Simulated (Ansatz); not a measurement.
Abridged Ansatz (an electronic-structure program) output:

```
Pseudopotential: Mg, paw, valence charge 10
Pseudopotential: O, paw, valence charge 6
Crystal: 4 atoms, lattice volume = 44.340 Å³
Basis set: ecut = 420 eV, 837 PW (Γ), exchange–correlation on 48×48×60 points (8 copies of the dense FFT grid, shifted against one another)
Bands: 20, of which v1, the nominal top of the filled ones, is band 16 counted from 1 (15 counted from 0)
Symmetry: 24 space group operations
k-points: 80 of 968
Functional: x = pbesol(κ = 0.804, μ = 0.12345679012345678), c = pbesol(β = 0.046)
SCF iter   1: F=—  HF=-4951.501288 eV  |F-HF|=—  |Δ(HF+E_count)|=         —  Δρ=1.37e-2  dr2=6.77e-2  ethr=1.77e-3  ⟨swp⟩=5.6  Hψ=7446  notcnv=0
SCF iter   2: F=—  HF=-4951.482048 eV  |F-HF|=—  |Δ(HF+E_count)|=   1.92e-2  Δρ=2.40e-3  dr2=8.59e-4  ethr=2.12e-4  ⟨swp⟩=2.0  Hψ=2973  notcnv=0
SCF 1 converged in 8 iterations: F = -4951.482214 eV  dr2 = 4.28e-12
SCF converged after 8 iterations
Free energy (F): -4951.482214 eV
Internal energy: -4951.482214 eV  (E = F + TS)
E sigma→0 (E₀):  -4951.482214 eV
Fermi energy:    7.663974 eV
--- Forces (eV/Å), atoms counted from 1 ---
  atom   1  Mg     0.00000000    -0.00000000     0.00000000
  atom   2  Mg    -0.00000000     0.00000000     0.00000000
  atom   3  O     -0.00000000    -0.00000000     0.00000000
  atom   4  O      0.00000000     0.00000000     0.00000000
--- Stress (GPa, compression-positive) ---
        0.001845       0.000000       0.000000
        0.000000       0.001845       0.000000
        0.000000       0.000000       0.002833
  P = ⅓ Tr σ = 0.0022 GPa (0.022 kbar)
```

Q: What was computed, and what are the main results?

A: MgO, 4 atoms in the cell, with Ansatz, PBEsol, PAW, cutoff 420 eV, no SOC. The last SCF converged to F = -4951.482214 eV, or -1237.8706 eV per atom, at a pressure of 0.00 GPa. The total energy compares only with runs of the same code, potentials and settings.

Stability against distortions was not tested. The cell is MgO (space group P6_3/mmc, No. 194; a cell from a computed database, its experimental status unchecked). This is not the structure that MgO has at room temperature and ambient pressure.
